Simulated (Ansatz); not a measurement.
# Mo with two functionals, pressure 9 GPa

Base system: Mo in the bcc (W type) structure (space group Im-3m, No. 229; a = 3.1608 Å).

(Cell as relaxed with PBE.)

Levels (all Ansatz, an electronic-structure program, PAW, earlier PAW set): PBE (420 eV, no SOC); r2SCAN (500 eV, scalar-relativistic without spin-orbit coupling).

Each level relaxes its own structure.

| base | PBE | r2SCAN |
|---|---|---|
| volume per atom | 15.79 Å³ | 15.64 Å³ |
| lattice parameter a | 3.161 Å | 3.151 Å |
| band gap | zero | zero |

One thing is altered: cell and atoms relaxed at a pressure of 9 GPa.

| quantity | PBE | r2SCAN |
|---|---|---|
| band gap | zero | ? |
| shortest interatomic distance | 2.708 Å | ? |

**Question.** Predict the r2SCAN column.

**Answer.** 
- band gap, r2SCAN: zero
- shortest interatomic distance, r2SCAN: 2.701 Å

PBE's shortest interatomic distance lies 0.007 Å above r2SCAN's (0.3 %); the two agree on the band gap. Neither level is exact; r2SCAN is the comparison here, not a measurement.

Load acts through the strain it causes; cell and atoms are relaxed under it. No phonon test of stability was made. Competing high-pressure phases were not computed. The final runs are not spin-polarised.
